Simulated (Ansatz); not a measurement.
## Pressure series in CuI

Start from CuI in the zinc blende structure (space group F-43m, No. 216).

```
CuI
1.0
    0.00000     3.03967     3.03967
    3.03967     0.00000     3.03967
    3.03967     3.03967     0.00000
Cu I
1 1
Direct
  0.00000   0.00000   0.00000
  0.25000   0.25000   0.25000
```

Cell and atoms are relaxed at each pressure.

All numbers come from PBE in Ansatz (plane waves to 420 eV, PAW, spin-orbit coupling left out).

| pressure (GPa) | volume per atom (Å³/atom) |
|---|---|
| -2 | 29.813 |
| -1 | 28.865 |
| 0 | 28.085 |
| 0.9 | 27.472 |
| 2.1 | 26.774 |
| 4.5 | 25.635 |
| 9 | ? |
| 15 | 22.583 |
| 22.5 | 21.245 |

Q: Fit the third-order Birch–Murnaghan form P(V) = (3B₀/2)[(V₀/V)^(7/3) − (V₀/V)^(5/3)]·[1 + (3/4)(B₀′ − 4)((V₀/V)^(2/3) − 1)] (squares taken in P) to the rows shown and predict the withheld row.

A: Least squares on the printed values gives V₀ = 28.080 Å³/atom, B₀ = 39.0 GPa, B₀′ = 5.2; this predicts 24.064 Å³/atom, and the run gives 24.065 Å³/atom, in agreement.

Measured bulk modulus of CuI: 36.6 GPa (temperature not stated; as listed in Abhijith M. Gopakumar et al., Physical Chemistry Chemical Physics (2017)); the computed value is for a static lattice, so the two differ by thermal effects too.

Load acts through the strain it causes; cell and atoms are relaxed under it. No phonon test of stability was made. Tetrahedral semiconductors of this kind turn to denser phases somewhere between about 1 and 50 GPa; those were not computed, so compressed cells here can lie past the real transition. All final runs are without spin polarisation.

Ansatz is a first-principles code.
